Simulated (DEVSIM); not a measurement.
System: illuminated Si n-on-p cell, one wavelength, at 300 K.

Layer 1 from the left is Si, thickness (μm) 0.220, Nd (cm⁻³) 6.3e18, τn (s) 3e-5, τp (s) 1.6e-5, absorption coefficient (cm⁻¹) 97000. Layer 2 from the left is Si, thickness (μm) 85.0, Na (cm⁻³) 2.3e16, τn (s) 3.7e-5, τp (s) 3.7e-5, absorption coefficient (cm⁻¹) 97000.

Left contact: ohmic, minority hole recombination velocity 200 cm/s. Right contact: ohmic, minority electron recombination velocity 10 cm/s. Voltage is applied to the left contact. Recombination: SRH at mid-gap, radiative, Auger. Light enters at the left, 5e16 photons cm⁻² s⁻¹, one pass, no reflection. Mobility is μmin + (μ − μmin)/(1 + (N/Nref)^α).

The device is made up for the run: typed textbook-type constants, with dimensions and the other settings drawn at random. Values at 300 K.

Si: gap (eV) 1.124, affinity (eV) 4.05, permittivity 11.7, Nc (cm⁻³) 2.86e19, Nv (cm⁻³) 3.1e19, μn (cm²/Vs) 1417, μp (cm²/Vs) 470, μn,min 52, μp,min 45, Nref,n 9.7e16, Nref,p 2.2e17, αn 0.68, αp 0.72, B (cm³/s) 4.7e-15, Cn (cm⁶/s) 2.8e-31, Cp (cm⁶/s) 9.9e-32.

Model (solved in DEVSIM): 1D drift-diffusion, Boltzmann statistics, complete ionisation; no tunnelling, impact ionisation, image-force lowering or self-heating.

Dark forward current:

| |V| (V) | |J| (A/cm²) |
|---|---|
| 0.05 | 7.365e-11 |
| 0.10 | 2.655e-10 |
| 0.15 | 8.202e-10 |
| 0.20 | 2.580e-9 |
| 0.25 | 9.035e-9 |
| 0.30 | 3.783e-8 |
| 0.35 | 1.928e-7 |
| 0.40 | 1.140e-6 |
| 0.45 | 7.339e-6 |
| 0.50 | 4.920e-5 |
| 0.55 | 0.0003356 |
| 0.60 | 0.002298 |
| 0.65 | 0.01542 |
| 0.70 | 0.09099 |
| 0.75 | 0.3842 |
| 0.80 | 1.343 |
| 0.85 | 5.890 |
| 0.90 | 39.52 |
| 0.95 | 258.5 |
| 1.00 | 1012 |
| 1.05 | 2508 |

Task: Work out the local ideality factor n = ΔV / (kT/q · ln(J2/J1)) between the rows 0.15 and 0.20 V, 0.55 and 0.60 V, 1.00 and 1.05 V.

Result: kT/q = 25.85 mV. From 0.15 to 0.20 V: ln(2.580e-9/8.202e-10) = 1.146, n = 1.69. From 0.55 to 0.60 V: ln(0.002298/0.0003356) = 1.924, n = 1.01, near the 1 of diffusion or emission over a barrier. From 1.00 to 1.05 V: ln(2508/1012) = 0.908, n = 2.13.

Task: What current could the absorbed light give at most, and what share is collected?

Result: Σ αd = 827, so qΦ(1 − exp(−Σ αd)) = 8.01 mA/cm². The simulated short-circuit current is 7.956 mA/cm², a share of 0.99.

Task: Estimate the open-circuit voltage by superposition: the voltage at which the dark current equals that short-circuit current.

Result: Interpolating ln J in the table gives 0.633 V. The simulation gives 0.632 V, the same within the digits that matter. Superposition holds where collection doesn't change with voltage.

Task: Estimate the fill factor from FF0 = (v − ln(v + 0.72))/(v + 1), v = qVoc/(nkT), with n from the dark curve.

Result: The rows about Voc, 0.60 and 0.65 V, give n = 1.02, so v = 24.1 and FF0 = 0.832. The simulation gives 0.835, the same within the digits that matter.
